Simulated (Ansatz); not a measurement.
## TaS2, pressure series

Consider TaS$_{2}$ in the CdI2 type structure (space group P-3m1, No. 164; a = 3.3294 Å, c = 5.7862 Å; layered, stacked along the Cartesian z axis).

Cell and atoms are relaxed at each pressure.

Method: Kohn–Sham DFT with the PBE-D3(BJ) functional, run in Ansatz (an electronic-structure program) with PAW and 420 eV plane waves, scalar-relativistic without spin-orbit coupling, earlier PAW set.

Notes on the quantities. enthalpy: H = E + PV relative to the base's energy.

```
change            shortest interatomic distance       enthalpy
----------------  -----------------------------  -------------
base                                    2.466 Å              –
pressure −2 GPa                         2.475 Å  -0.24 eV/atom
pressure −1 GPa                         2.470 Å  -0.12 eV/atom
pressure 3 GPa                          2.454 Å  +0.34 eV/atom
pressure 7 GPa                          2.441 Å  +0.76 eV/atom
pressure 15 GPa                         2.419 Å  +1.57 eV/atom
pressure 30 GPa                         2.387 Å  +2.95 eV/atom
pressure 50 GPa                         2.355 Å  +4.64 eV/atom
pressure 75 GPa                         2.324 Å  +6.58 eV/atom
pressure 100 GPa                        2.292 Å  +8.39 eV/atom
```

Load acts through the strain it causes; cell and atoms are relaxed under it. Whether these cells are dynamically stable was not tested. Competing high-pressure phases were not computed. The final runs are not spin-polarised. An odd electron count without spin: TaS2.
